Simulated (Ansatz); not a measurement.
RbBiO₃ in the cubic perovskite structure (space group Pm-3m, No. 221; a model cell, its experimental status unchecked)

```yaml
crystal:
  lattice:
    - [4.24864, 0.00000, 0.00000]
    - [0.00000, 4.24864, 0.00000]
    - [0.00000, 0.00000, 4.24864]
  atoms:
    - { symbol: Rb, position: [0.00000, 0.00000, 0.00000] }
    - { symbol: Bi, position: [0.50000, 0.50000, 0.50000] }
    - { symbol: O, position: [0.00000, 0.50000, 0.50000] }
    - { symbol: O, position: [0.50000, 0.50000, 0.00000] }
    - { symbol: O, position: [0.50000, 0.00000, 0.50000] }
```

All numbers come from Ansatz (a quantum-chemistry and plane-wave program), PBEsol, PAW, cutoff 420 eV, no SOC. Γ-centred 11×11×11 mesh, Fermi–Dirac width 0.05 eV.

```yaml
volume_per_atom: 15.34 Å³
density: 7.41 g/cm³
band_gap: zero
total_energy: -3427.879 eV/atom (σ→0; compares only within this code and set-up)
```

Whether these cells are dynamically stable was not tested. All final runs are without spin polarisation. Many cubic perovskites are stable only at high temperature; tilts and polar distortions were not tested.
